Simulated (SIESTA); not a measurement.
# Variants of one calculation on Lu2Al3Fe (R-3m, 6 atoms in the cell)

```
CELL_PARAMETERS angstrom
      2.71775     1.56910     4.29734
     -2.71775     1.56910     4.29734
      0.00000    -3.13819     4.29734
ATOMIC_POSITIONS crystal
  Lu 0.62629 0.62629 0.62629
  Lu 0.37371 0.37371 0.37371
  Al 0.00000 0.50000 0.00000
  Al 0.00000 0.00000 0.50000
  Al 0.50000 0.00000 0.00000
  Fe 0.00000 0.00000 0.00000
```
Moments meant for the start (each program seeds them in its own way; μB, in the order of the atoms Lu Lu Al Al Al Fe): 0.0 0.0 0.0 0.0 0.0 4.0.

Base run A: SIESTA with GGA PBEsol, numerical atomic orbitals DZP, PseudoDojo PBEsol standard norm-conserving potentials (rewritten from UPF to PSML), self-consistent single point.

Its settings: XC.functional = GGA; XC.authors = PBEsol; potentials = PseudoDojo PBEsol standard; PAO.BasisSize = DZP; PAO.EnergyShift = 0.01 Ry; MeshCutoff = 400 Ry; kgrid.MonkhorstPack = 5 5 5; OccupationFunction = FD; ElectronicTemperature = 100 meV; Spin = polarized; DM.InitSpin = [1 +0.00, 2 +0.00, 3 +0.00, 4 +0.00, 5 +0.00, 6 +4.00]; MaxSCFIterations = 150; SCF.Mixer.Method = Pulay; SCF.Mixer.Weight = 0.1; SCF.Mixer.History = 6; SCF.DM.Tolerance = 1.0E-04.

The starting cell comes from a database of computed structures (which also holds hypothetical and non-ambient phases and stackings), without a prior relaxation at this level. With one magnetic atom in the cell only a parallel order is possible. Values carry the incompleteness of an atom-centred basis. In the base run, with a pressure of about -4 GPa the cell is away from its equilibrium volume at this level.

ΔF is the free energy per atom less that of run A. 

Run A gave: pressure (GPa) -4.42; largest force (eV/Å) 0.010; size of the net moment (μB/atom) 0.33; k-points 63.

Runs:
- B: kgrid.MonkhorstPack: 5 5 5 → 2 2 2 shifted by 0.5 0.5 0.5
- C: MeshCutoff: 400 Ry → 240 Ry
- D: SCF.DM.Tolerance: 1.0E-04 → default; SCF.DM.Converge: default → false; SCF.H.Converge: default → false; SCF.FreeE.Converge: default → true; SCF.FreeE.Tolerance: default → 1.0E-06 eV
- E: MaxSCFIterations: 150 → 300; SCF.Mixer.History: 6 → 15
- F: MeshCutoff: 400 Ry → 75 Ry

Task: What does run C change against A?

Result: The free energy drops by 4.9 meV/atom, the pressure hardly changes (-4.42 to -4.40 GPa), the largest force goes from 0.010 to 0.006 eV/Å and the size of the net moment stays at 0.33 μB/atom.

```
run  ΔF (meV/atom)  pressure (GPa)  largest force (eV/Å)  size of the net moment (μB/atom)  k-points
---  -------------  --------------  --------------------  --------------------------------  --------
A             0.00           -4.42                 0.010                              0.33        63
B             84.4           -5.75                 0.277                              0.27         4
C             -4.9           -4.40                 0.006                              0.33        63
D             0.00           -4.44                 0.010                              0.33        63
E             0.00           -4.43                 0.010                              0.33        63
F           -265.7            0.06                 1.016                              0.33        63
```
